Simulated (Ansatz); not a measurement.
## By hand: formation energy of N_i in Mo (bcc, Im-3m)

We look at the formation energy of N_i in Mo (bcc, Im-3m). Reaction: 64 Mo (bcc) + 1/2 N2 (gas) → cell A.

A: a supercell of 64 sites of Mo (bcc, Im-3m) with N off the lattice sites (6 Mo at 1.93–2.19 Å); spin state with PBE: run without spin.

Setting: static, neutral cells in Ansatz (PAW) whose structures rest at the PBE level. Ansatz (a first-principles code) runs with its default PAW set. Other levels take these structures. The lattices are those relaxed with PBE, so at other levels the solids can be strained. Larger cells are relaxed from a start prepared with the learned potential CHGNet, on a coarser mesh till forces fall under 0.03 eV/Å, which some starts already meet. A dispersion term (D3(BJ), or D4 for r2SCAN) was computed beside these levels and is taken off wherever the name lacks it. The PAW files were made for PBE and serve at the other functionals too. Space groups of crystals are read within 0.01 Å. No Hubbard U is applied. Mesh and cell size may move defect energies by 0.1 eV or more. Cell A has symmetry I4/mmm within 0.02 Å and got no random move, so less symmetric positions, which may lie lower, weren't tried.

Total energies of the cells in eV, at zero smearing width. They compare only within one column; the weights balance every element.

| cell | atoms | weight | r2SCAN |
|---|---|---|---|
| A: Mo:N_i | 65 | +1 | -318310.66135 |
| Mo (bcc) | 64 | −1 | -317926.40025 |
| N2 (gas) | 2 | −1/2 | -769.61785 |

r2SCAN: (-318310.66135) − (-317926.40025) − 1/2 × (-769.61785) = 0.548 eV.
